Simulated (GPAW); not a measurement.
A user runs GPAW on K (Im-3m, 1 atom in the cell) and asks whether the run is sound. The aim is a self-consistent single point with DFT PBE, plane waves, GPAW PAW datasets PBE (gpaw-data 1.0.1).

The input file:

```python
from ase import Atoms
from ase.units import GPa
from gpaw import GPAW

atoms = Atoms(['K'],
              cell=[[-2.727233, 2.727233, 2.727233],
                    [2.727233, -2.727233, 2.727233],
                    [2.727233, 2.727233, -2.727233]],
              positions=[[0.000000, 0.000000, 0.000000]],
              pbc=True)

calc = GPAW(mode={'name': 'pw', 'ecut': 600},
            xc='PBE',
            occupations={'name': 'methfessel-paxton', 'width': 0.136, 'order': 0},
            nbands=-7,
            symmetry={'symmorphic': False, 'tolerance': 0.0005},
            maxiter=120)

atoms.calc = calc

energy = atoms.get_potential_energy()
print('Energy (eV):', round(energy, 6))
forces = atoms.get_forces()
print('Forces (eV/Ang):')
print(forces.round(5))
stress = atoms.get_stress()
print('Stress (GPa, Voigt):', (stress / GPa).round(4))
```

Log, with long lists cut:

```
Input parameters:
  maxiter: 120
  mode: {ecut: 600,
         name: pw}
  nbands: -7
  occupations: {name: methfessel-paxton,
                order: 0,
                width: 0.136}
  symmetry: {symmorphic: False,
             tolerance: 0.0005}
  xc: PBE

species:
  K:
    name: Potassium
   [... lines left out ...]
  Fine grid: 54*54*54 grid
  Total Charge: 0.000000

Density mixing:
  Method: separate
  Backend: pulay
  Linear mixing parameter: 0.05
  old densities: 5
  Damping of long wavelength oscillations: 50

Hamiltonian:
  XC and Coulomb potentials evaluated on a 54*54*54 grid
  External potential:
    NoExternalPotential

XC parameters: PBE with 2 nearest neighbor stencil

Number of atoms: 1
Number of atomic orbitals: 5
Number of bands in calculation: 11
Number of valence electrons: 9
Bands to converge: occupied

Density initialized from atomic densities
  5 bands from LCAO basis set
  6 bands from random numbers

Atomic positions and initial magnetic moments

Positions:
   0 K      0.000000    0.000000    0.000000    ( 0.0000,  0.0000,  0.0000)

Unit cell:
           periodic     x           y           z      points  spacing
  1. axis:    yes   -2.727233    2.727233    2.727233    27     0.1428
  2. axis:    yes    2.727233   -2.727233    2.727233    27     0.1428
  3. axis:    yes    2.727233    2.727233   -2.727233    27     0.1428

  Lengths:   4.723706   4.723706   4.723706
  Angles:  109.471221 109.471221 109.471221

Effective grid spacing dv^(1/3) = 0.1603
     iter     time        total  log10-change:
                         energy   eigst   dens
iter:   1 --:--:--    -2.597962
iter:   2 --:--:--    -2.566428   -1.95  -1.37
iter:   3 --:--:--    -2.384969   -1.34  -1.40
iter:   4 --:--:--    -2.384110   -2.37  -1.69
iter:   5 --:--:--    -2.419203   -2.13  -1.73
iter:   6 --:--:--    -2.386805   -2.11  -1.74
iter:   7 --:--:--    -2.387620   -3.23  -3.12
iter:   8 --:--:--    -2.386846c  -3.82  -2.59
iter:   9 --:--:--    -2.386842c  -5.39  -3.48
iter:  10 --:--:--    -2.386843c  -7.32  -3.80
iter:  11 --:--:--    -2.386841c  -6.87  -3.78
iter:  12 --:--:--    -2.386839c  -6.18  -3.95
iter:  13 --:--:--    -2.386839c  -8.15c -4.73c
Converged after 13 iterations.

Dipole moment: (-0.000000, -0.000000, 0.000000) |e|*Ang

Energy contributions relative to reference atoms: (reference = -16382.253218)

Kinetic:         -3.775290
Potential:       +3.163784
External:        +0.000000
XC:              -1.079402
Entropy (-ST):   -0.076730
Local:           -0.657566
SIC:             +0.000000
--------------------------
Free energy:     -2.425204
Extrapolated:    -2.386839

 Band  Eigenvalues  Occupancy
   [... 8 lines left out ...]

Fermi level: -1.30714

Gap: 13.585 eV
Transition (v -> c):
  (s=0, k=0, n=3, [0.00, 0.00, 0.00]) -> (s=0, k=0, n=4, [0.00, 0.00, 0.00])
No difference between direct/indirect transitions
Energy (eV): -2.386839

Forces in eV/Ang:
  0 K    -0.00000   -0.00000    0.00000

Stress tensor:
     0.007496    -0.000000    -0.000000
    -0.000000     0.007496     0.000000
    -0.000000     0.000000     0.007496
Stress (GPa, Voigt): [ 1.201  1.201  1.201  0.    -0.    -0.   ]
```

Q: Is anything amiss in this input, and did it matter?

A: The run is not sound. The fault is a single k-point for a small metallic cell. One k-point cannot sample the Fermi surface of a small cell. To fix it, use a converged k-point mesh. The run converged in 13 iterations without an error; against the sound input the free energy drops by 1.22 eV/atom and the pressure goes from -0.27 to -1.20 GPa.

The sound input it was made from differs as follows (other fixes are possible):
```diff
+            kpts={'size': (6, 6, 6), 'gamma': True},
```

With that input, the run converged in 12 iterations: free energy E − TS (from the program's reference atoms) -1.2061 eV; Fermi level (on the code's own zero) 0.72 eV; pressure -0.27 GPa (DFT PBE, plane waves, GPAW PAW datasets PBE (gpaw-data 1.0.1)).

On the sound input: the starting cell comes from a database of computed structures (which also holds hypothetical and non-ambient phases and stackings), without a prior relaxation at this level. Its lattice was rescaled by a random factor within 2.5 % of one. The log's line on a gap gives a spacing of levels on this mesh, which the program prints for metals too.
